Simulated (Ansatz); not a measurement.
**Short convergence ladders for a (001) slab of Pd (cut from a parent of space group no. 194; 4 atoms in the cell)**

```
CELL_PARAMETERS angstrom
      2.77532     0.00000     0.00000
     -1.38766     2.40350     0.00000
      0.00000     0.00000    20.92250
ATOMIC_POSITIONS crystal
  Pd 0.66667 0.33333 0.44486
  Pd 0.33333 0.66667 0.33457
  Pd 0.66667 0.33333 0.66543
  Pd 0.33333 0.66667 0.55514
```

Base method: LDA (PW92), default PAW files made with PBE (plane waves; Ansatz, an electronic-structure program).

Base settings: basis.ecutwfc = 30.9 Ry; kpoints.mp_grid.grid = 12 12 1; hamiltonian.xc = lda; hamiltonian.pseudopotentials = {kind: paw} (the program's default PAW files); magnetization.spin_polarized = true; scf.occupations.method = fermi_dirac; scf.occupations.width = 0.0073 Ry.

The count of work is k-points × plane waves × bands × iterations; it is no time. 

**The vacuum**

The mesh stays at the base's, so the ladder's end is converged at best in this setting alone.

Only quantities that move along the ladder and can be compared are tabulated.

These are the values that this program gave, and no reference: magnetic slabs can end in a higher state.

```csv
vacuum between outermost atoms (Å),free energy less the last step's (meV/atom),largest difference of a force vector from the last step's (eV/Å),count of work / last
3.0,-155.56,0.935,0.29
4.0,-25.10,0.207,0.31
5.0,-2.21,0.026,0.40
6.0,0.18,0.002,0.37
7.0,0.13,0.001,0.42
8.0,0.04,0.000,0.43
10.0,0.00,0.000,0.51
12.0,0.00,0.000,0.57
14.0,0.00,0.000,0.60
17.0,0.00,0.000,0.72
20.0,0.00,0.000,0.72
25.0,0.00,0.000,0.97
30.0,0.00,0.000,1.0
```

Smallest vacuum between outermost atoms (Å) that holds the free energy within 0.5 meV/atom of the last step, with all finer ones: 6.0, at 0.37 of the last step's count of work; the step before is off by 2.2 meV/atom.

Smallest vacuum between outermost atoms (Å) that holds the forces within 0.005 eV/Å of the last step, with all finer ones: 6.0, at 0.37 of the last step's count of work; the step before is off by 0.026 eV/Å.

**The plane-wave cutoff**

The mesh stays at the base's, so the ladder's end is converged at best in this setting alone.

Only quantities that move along the ladder and can be compared are tabulated.

These are the values that this program gave, and no reference: magnetic slabs can end in a higher state.

| basis.ecutwfc | free energy less the last step's (meV/atom) | largest difference of a force vector from the last step's (eV/Å) | count of work / last |
|---|---|---|---|
| 15.4 Ry | 8879.72 | 0.408 | 0.13 |
| 18.4 Ry | 1865.68 | 0.210 | 0.18 |
| 21.7 Ry | 271.31 | 0.048 | 0.19 |
| 26.1 Ry | 12.30 | 0.001 | 0.28 |
| 30.9 Ry | 1.74 | 0.000 | 0.35 |
| 37.1 Ry | 0.83 | 0.000 | 0.48 |
| 46.3 Ry | 0.42 | 0.000 | 0.68 |
| 61.7 Ry | 0.00 | 0.000 | 1.0 |

Coarsest basis.ecutwfc that holds the forces within 0.01 eV/Å of the last step, with all finer ones: 26.1 Ry, at 0.28 of the last step's count of work; the step before is off by 0.048 eV/Å.

Coarsest basis.ecutwfc that holds the free energy within 5 meV/atom of the last step, with all finer ones: 30.9 Ry, at 0.35 of the last step's count of work; the step before is off by 12 meV/atom.

On the base run: the starting cell comes from a database of computed structures (which also holds hypothetical and non-ambient phases and stackings), without a prior relaxation at this level. The slab is cut from that crystal, and its faces are unrelaxed. Its lattice was rescaled by up to half a per cent.

Keys are those of Ansatz 0.2.
